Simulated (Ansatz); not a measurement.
# A computed series for MgSe: response to strain

The parent structure is MgSe in the rock salt structure (space group Fm-3m, No. 225; a = 5.391 Å).

Strains are applied to the cell and any free atomic positions relax.

All numbers come from Ansatz (a program for electronic structure) LDA, no spin-orbit coupling.

Notes on the quantities. energy relative to the base: free energy F.

| variant | electron mass | smallest direct gap | band gap | energy relative to the base |
|---|---|---|---|---|
| base | 0.49 mₑ along k, 0.23 mₑ across (at X) | 2.60 eV | 1.72 eV | 0 meV/atom |
| isotropic strain −3.00 % | 0.50 mₑ along k, 0.23 mₑ across (at X) | 3.28 eV | 1.86 eV | +38 meV/atom |
| isotropic strain −2.50 % | 0.50 mₑ along k, 0.23 mₑ across (at X) | 3.16 eV | 1.84 eV | +26 meV/atom |
| isotropic strain −2.00 % | 0.50 mₑ along k, 0.23 mₑ across (at X) | 3.04 eV | … | +16 meV/atom |
| isotropic strain −1.50 % | 0.49 mₑ along k, 0.23 mₑ across (at X) | 2.93 eV | 1.79 eV | +9.0 meV/atom |
| isotropic strain −0.50 % | 0.49 mₑ along k, 0.23 mₑ across (at X) | 2.71 eV | 1.74 eV | +1.0 meV/atom |
| isotropic strain +0.50 % | 0.49 mₑ along k, 0.23 mₑ across (at X) | 2.50 eV | 1.69 eV | +0.9 meV/atom |
| isotropic strain +1.50 % | 0.48 mₑ along k, 0.23 mₑ across (at X) | 2.30 eV | 1.64 eV | +8.2 meV/atom |
| isotropic strain +2.00 % | 0.48 mₑ along k, 0.23 mₑ across (at X) | 2.21 eV | … | +14 meV/atom |
| isotropic strain +3.00 % | 0.46 mₑ along k, 0.23 mₑ across (at X) | 2.03 eV | 1.57 eV | +31 meV/atom |

**Question.** Fill in the withheld entries from the trend.

**Answer.** 
- isotropic strain −2.00 %, band gap: 1.81 eV
- isotropic strain +2.00 %, band gap: 1.62 eV

Masses are band curvatures over ±0.01 Å⁻¹ around the edge. Along k means along the line from Γ to the band edge. Gaps are read on the SCF mesh and a high-symmetry path. Whether these cells are dynamically stable was not tested.
